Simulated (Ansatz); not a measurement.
The reference is GaN (space group P4_2/mnm, No. 136; a = 5.470 Å, c = 3.183 Å; a hypothetical phase, not in the database extracts checked). Axes: x, y, z lie along a, b, c of the conventional cell.

It is then changed as follows: the symmetric strain tensor [0.0052 -0.0209 0.0238; -0.0209 -0.0036 0.0165; 0.0238 0.0165 -0.0145]; the atoms relax in the strained cell.

Levels (all Ansatz, an electronic-structure program, PAW): PBEsol (420 eV, without spin-orbit coupling); r2SCAN (500 eV, no spin-orbit coupling); HSE06 (420 eV, without spin-orbit coupling).

One geometry, relaxed with PBEsol, under each level:

```tsv
level	band gap	lowest conduction level above the VBM at special points	pressure
PBEsol	1.75 eV	Γ 1.75 eV; Y 3.96 eV; X 4.00 eV; R₂ 4.01 eV	2.69 GPa
r2SCAN	[?]	[?]	2.65 GPa
HSE06	3.07 eV	Γ 3.07 eV; Y 5.40 eV; X 5.44 eV	–
```

Give the withheld r2SCAN results.


- r2SCAN, band gap: 2.21 eV
- r2SCAN, lowest conduction level above the VBM at special points: Γ 2.21 eV; Y 4.50 eV; X 4.54 eV; R₂ 4.61 eV

Single points use the geometry relaxed with PBEsol. Their cutoffs differ, which shifts pressures a little. Whether these cells are dynamically stable was not tested. k-point labels follow each cell's own Brillouin zone.
